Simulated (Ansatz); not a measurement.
The reference is BN in the zinc blende structure (space group F-43m, No. 216; a = 3.6057 Å).

One thing is altered: every lattice vector is stretched by 0.88 %, atoms relaxed at fixed cell.

Levels (all Ansatz, a first-principles code, PAW): PBEsol (420 eV, no SOC); HSE06+SOC (420 eV, noncollinear with spin-orbit coupling).

The geometry is relaxed with PBEsol.

- PBEsol valence-band top at Γ: 0.00, 0.00, 0.00 eV
- PBEsol band gap: 4.27 eV

Problem. What does HSE06+SOC give at this geometry for the valence-band top at Γ and band gap?

Solution. The valence-band top at Γ (three highest Kramers pairs, from the VBM) becomes 0.00, 0.00, -0.02 eV (PBEsol: 0.00, 0.00, 0.00 eV); the band gap rises by 1.485 eV to 5.75 eV. The threefold valence maximum splits by Δso ≈ 22 meV.

Single points use the geometry relaxed with PBEsol. HSE06 gaps are upper bounds (no full band path). The spin-orbit shifts are approximate. The cells carry an imposed strain or load. Whether these cells are dynamically stable was not tested.
